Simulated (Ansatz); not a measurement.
The parent structure is WSe$_{2}$ in the 2H-MoS2 type structure (space group P6_3/mmc, No. 194; a = 3.2305 Å, c = 12.4113 Å; layered, stacked along the Cartesian z axis).

It is then changed as follows: cell and atoms relaxed at a pressure of 3 GPa.

Levels (all Ansatz, a quantum-chemistry and plane-wave program, PAW): PBEsol-D3(BJ) (420 eV, no spin-orbit coupling); r2SCAN (500 eV, spin-orbit coupling left out); HSE06 (420 eV, spin-orbit coupling left out).

At the geometry relaxed with PBEsol-D3(BJ), these levels gave the following band gaps, in shuffled order: (a) 0.69 eV, (b) 0.98 eV, (c) 0.54 eV.

Problem. Match each gap to its level.

Solution. (a) r2SCAN; (b) HSE06; (c) PBEsol-D3(BJ).

Single points use the geometry relaxed with PBEsol-D3(BJ). The hybrid gap comes from the SCF mesh plus the semilocal run's edge points and a few special points and is an upper bound. Spin-orbit coupling, missing from the scalar runs, can matter with W. Load acts through the strain it causes; cell and atoms are relaxed under it. No phonon test of stability was made.
